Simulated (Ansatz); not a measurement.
Computed with PBE (plane waves to 420 eV, PAW; Ansatz, a program for electronic structure).

Electrostatic potential energy of an electron, averaged over planes parallel to the surface, in eV from the Fermi level, for a constructed model of the (0001) surface of hcp Re, a pseudomorphic layer of Sc in the host's stacking (bottom of the slab: a bare face, its two planes held):

```csv
z (Å),V (eV)
3.95,5.05
4.24,5.05
4.52,5.04
4.80,5.03
5.08,5.02
5.37,4.99
5.65,4.92
5.93,4.79
6.21,4.52
6.50,3.97
6.78,2.85
7.06,0.61
7.34,-4.24
7.62,-13.06
7.91,-20.88
8.19,-23.99
8.47,-20.96
8.75,-13.17
9.04,-4.72
9.32,-1.91
9.60,-5.27
9.88,-13.95
10.17,-21.57
10.45,-24.22
10.73,-20.70
11.01,-12.64
11.30,-4.35
11.58,-1.70
11.86,-4.77
12.14,-13.23
12.43,-21.04
12.71,-24.11
12.99,-21.01
13.27,-13.20
13.56,-4.92
13.84,-2.43
14.12,-6.54
14.40,-15.33
14.69,-22.29
14.97,-23.96
15.25,-19.51
15.53,-11.01
15.81,-3.35
16.10,-1.56
16.38,-5.35
16.66,-14.09
16.94,-21.59
17.23,-24.12
17.51,-20.47
17.79,-12.39
18.07,-4.51
18.36,-2.84
18.64,-8.00
18.92,-16.87
19.20,-23.10
19.49,-23.64
19.77,-18.23
20.05,-9.29
20.33,-2.10
20.62,-0.09
20.90,-1.75
21.18,-6.56
21.46,-13.59
21.75,-18.84
22.03,-18.11
22.31,-12.25
22.59,-6.00
22.87,-1.74
23.16,0.72
23.44,2.16
23.72,3.02
24.00,3.52
24.29,3.80
24.57,3.95
24.85,4.03
25.13,4.08
25.42,4.10
25.70,4.11
25.98,4.12
26.26,4.12
```

Slab: 7 atoms, 14.1 Å thick at the start; k 15x15x1, smearing 0.1 eV, dipole-corrected; 2 atoms held, the rest relaxed; symmetry of the start imposed; no spin, no spin-orbit, no U. It is one candidate, not shown to be the stable structure of the face.

### Question
The surface cell has an area of 6.67 Å². What dipole along the normal does the step between the two vacuum levels imply?

### Answer
the top vacuum level lies 0.92 eV below the bottom one; p = −ε₀ A ΔV (ε₀ = 0.005526 e/(V·Å)) gives 0.03 e·Å a cell.
